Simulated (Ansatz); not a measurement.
The parent structure is LuAgSe2 (space group R-3m, No. 166; a hypothetical phase, not in the database extracts checked).

```yaml
crystal:
  lattice:
    - [2.01757, 1.16484, 6.32705]
    - [-2.01757, 1.16484, 6.32705]
    - [0.00000, -2.32968, 6.32705]
  atoms:
    - { symbol: Lu, position: [0.00000, 0.00000, 0.00000] }
    - { symbol: Ag, position: [0.50000, 0.50000, 0.50000] }
    - { symbol: Se, position: [0.25143, 0.25143, 0.25143] }
    - { symbol: Se, position: [0.74857, 0.74857, 0.74857] }
```

Cartesian axes are those of the cell as printed.

The values are results of Kohn–Sham DFT with the PBEsol functional, run in Ansatz (an electronic-structure program) with PAW and 420 eV plane waves, no spin-orbit coupling, not measurements.

Before the change:

```
Item       Result
--------  -------
Band gap  1.49 eV
```

The change: uniaxial strain ε_yy = −0.13 %, all other strain components held at zero; the atoms relax in the strained cell.

Task: How does this affect the stress?

Result: The stress (xx, yy, zz, yz, xz, xy; compression positive) amounts to (0.06, 0.16, 0.08, -0.02, 0.00, 0.00) GPa.

Task: Estimate the effect on the band gap.

Result: The band gap drops by 0.01 eV, from 1.49 eV to 1.48 eV.

Task: Predict the new energy relative to the base.

Result: The energy stays essentially unchanged.

Whether these cells are dynamically stable was not tested.
